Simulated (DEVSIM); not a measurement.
Structure: abrupt Si n-p junction, at 250 K.

Layer 1 from the left is Si, thickness (μm) 15.0, Nd (cm⁻³) 1.3e15, τn (s) 2.6e-6, τp (s) 2.6e-6. Layer 2 from the left is Si, thickness (μm) 25.0, Na (cm⁻³) 1.6e17, τn (s) 2.6e-6, τp (s) 2.6e-6.

Left contact: ohmic. Right contact: ohmic. Voltage is applied to the left contact. Recombination: SRH at mid-gap, radiative, Auger. Mobility is constant in doping.

Constants are typed, rounded textbook-type inputs, not results; the design itself was drawn at random and stands for no fabricated device. Values at 300 K; Nc and Nv go as T^1.5, mobilities as T to minus their exponent, the gap by Varshni's rule with the affinity fixed.

Si: gap (eV) 1.124, affinity (eV) 4.05, permittivity 11.7, Nc (cm⁻³) 2.86e19, Nv (cm⁻³) 3.1e19, μn (cm²/Vs) 1417, μp (cm²/Vs) 470, T exponent of μn 2.3, T exponent of μp 2.2, B (cm³/s) 4.7e-15, Cn (cm⁶/s) 2.8e-31, Cp (cm⁶/s) 9.9e-32, Varshni α (eV/K) 0.000473, Varshni β (K) 636.

Simulated with DEVSIM: 1D drift-diffusion, Boltzmann statistics, complete ionisation; no tunnelling, impact ionisation, image-force lowering or self-heating.

Dark forward current:

```csv
|V| (V),|J| (A/cm²)
0.05,3.634e-11
0.10,1.497e-10
0.15,5.319e-10
0.20,1.875e-9
0.25,7.000e-9
0.30,3.029e-8
0.35,1.690e-7
0.40,1.242e-6
0.45,1.097e-5
0.50,0.0001055
0.55,0.001050
0.60,0.01054
0.65,0.1041
0.70,0.8994
0.75,5.429
0.80,22.81
0.85,73.67
0.90,188.3
0.95,388.7
1.00,680.0
1.05,1058
1.10,1513
1.15,2034
```

Work out the local ideality factor n = ΔV / (kT/q · ln(J2/J1)) between the rows 0.10 and 0.15 V, 0.55 and 0.60 V, 1.10 and 1.15 V.

kT/q = 21.54 mV. From 0.10 to 0.15 V: ln(5.319e-10/1.497e-10) = 1.268, n = 1.83. From 0.55 to 0.60 V: ln(0.01054/0.001050) = 2.306, n = 1.01, near the 1 of diffusion or emission over a barrier. From 1.10 to 1.15 V: ln(2034/1513) = 0.296, n = 7.84.

Estimate the current at 0.55 V from the Shockley equation with J0 = Σ q ni² D/(N L) coth(W/L), τ joining the SRH, radiative and Auger lifetimes that are on, and W taken as the whole layer.

ni² = 6.36e15 cm⁻⁶; holes in the n layer: μ = 702 cm²/Vs, D = 15.1 cm²/s, τ = 2.60e-6 s, L = 62.7 μm, W/L = 0.24, term 8.05e-15 A/cm²; electrons in the p layer: μ = 2160 cm²/Vs, D = 46.4 cm²/s, τ = 2.58e-6 s, L = 109 μm, W/L = 0.23, term 1.20e-16 A/cm². J0 = 8.17e-15 A/cm², and J = J0 exp(qV/kT) = 0.00100 A/cm². The simulation gives 0.00105 A/cm²; the estimate lies 4.4 % below. The estimate leaves out recombination in the depletion region and that region's share of W.
